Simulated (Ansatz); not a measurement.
Consider CsCaBr3 in the cubic perovskite structure (space group Pm-3m, No. 221; a = 5.640 Å; a cell from a computed database, its experimental status unchecked). Axes: x, y, z lie along the cube axes.

Level of theory: PBEsol in Ansatz (plane waves to 420 eV, PAW, spin-orbit coupling left out).

Now apply this change: the cell is scaled by 0.9876 in all directions; the atoms relax in the strained cell.

Q: Predict the stress tensor and what it implies for the stiffness.

A: Stress of the strained cell less that of the base (GPa, compression positive):
```
   0.91    0.00    0.00
   0.00    0.91    0.00
   0.00    0.00    0.91
```

Then B = −ΔP/(ΔV/V₀) with ΔV/V₀ = -0.0367 gives secant stiffness values (nonlinear terms included at this strain): B ≈ 25 GPa.

Whether these cells are dynamically stable was not tested. Many cubic perovskites are stable only at high temperature; tilts and polar distortions were not tested.

Ansatz is an electronic-structure program.
